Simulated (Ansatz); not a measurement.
Start from GaN in the wurtzite structure (space group P6_3mc, No. 186; a = 3.183 Å, c = 5.186 Å).

Computed with PBEsol (Ansatz, an electronic-structure program; PAW; 420 eV plane waves; no spin-orbit coupling), earlier PAW set.

Its conduction minimum is a single valley at Γ with mass 0.17 mₑ.

It is then changed as follows: 0.455 electrons added to each cell, a density of 1.0×10^22 cm⁻³, with a uniform compensating background at fixed cell and a 300 K Fermi–Dirac width.

Question: Where would a parabolic band put the Fermi level, and where does the calculation put it?

Answer: k_F = (3π²n)^(1/3) = 0.667 Å⁻¹, so ħ²k_F²/2m = 10 eV above the band edge at zero temperature. The calculation gives 2.50 eV (to 0.05 eV): the band is strongly non-parabolic or higher valleys fill at this density.

Carriers are added with a uniform compensating background; total energy and stress of such cells depend on the potential's zero and are not compared; many-body gap narrowing is missing at this level. The levels and masses belong to the bands next to the band gap. Effective masses come from finite differences of ±0.01 Å⁻¹. Stability against distortions was not tested.
